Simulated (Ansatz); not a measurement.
The parent structure is BN in the zinc blende structure (space group F-43m, No. 216; a = 3.581 Å). Axes: x, y, z lie along the cube axes.

It is then changed as follows: tensor shear ε_xy = +0.29 % (engineering shear γ = 0.0058); the atoms relax in the strained cell.

All numbers come from LDA (Ansatz, a quantum-chemistry and plane-wave program; PAW; 420 eV plane waves; without spin-orbit coupling).

Give the band edges at the high-symmetry points of the new zone, measured from its valence-band maximum.


```csv
point,valence edge (eV),conduction edge (eV)
Γ,0.00,8.74
X,-5.03,4.37
F₂,-4.27,6.83
Σ₀,-4.27,6.83
Y₀,-4.20,6.92
U₀,-4.20,6.92
R,-2.05,10.50
W,-6.78,9.55
S,-2.00,10.59
T,-5.09,4.37
```

The gap is 4.37 eV, indirect, Γ → X.

No phonon test of stability was made. k-point labels follow each cell's own Brillouin zone.
